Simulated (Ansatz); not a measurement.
Consider Mg2Ge in the anti-fluorite structure (space group Fm-3m, No. 225).

```xyz
3
Lattice="0.0000 3.1822 3.1822 3.1822 0.0000 3.1822 3.1822 3.1822 0.0000" Properties=species:S:1:pos:R:3 pbc="T T T"
Mg     1.5911     1.5911     1.5911
Mg     4.7733     4.7733     4.7733
Ge     0.0000     0.0000     0.0000
```

Method: plane-wave PAW DFT at the PBEsol level (Ansatz, a program for electronic structure, 420 eV), no SOC.

Strains are applied to the cell and any free atomic positions relax.

One change was made to it. Results:

```json
[
 {"quantity": "band gap", "base": "0.08 eV", "after": "0.16 eV"},
 {"quantity": "pressure", "base": "0.00 GPa", "after": "-3.87 GPa"}
]
```

What was done to the base?
A) isotropic strain −3.00 %
B) isotropic strain +3.00 %
C) isotropic strain −2.50 %
D) isotropic strain +2.50 %
E) isotropic strain −0.50 %

B, isotropic strain +3.00 %. For comparison, the pressure in the other runs: isotropic strain +2.50 % gives -3.33 GPa; isotropic strain −3.00 % gives 5.8 GPa; isotropic strain −0.50 % gives 0.81 GPa; isotropic strain −2.50 % gives 4.7 GPa.

No phonon test of stability was made. The final runs are not spin-polarised. The zero or small gap of Mg2Ge can change with the level of theory.
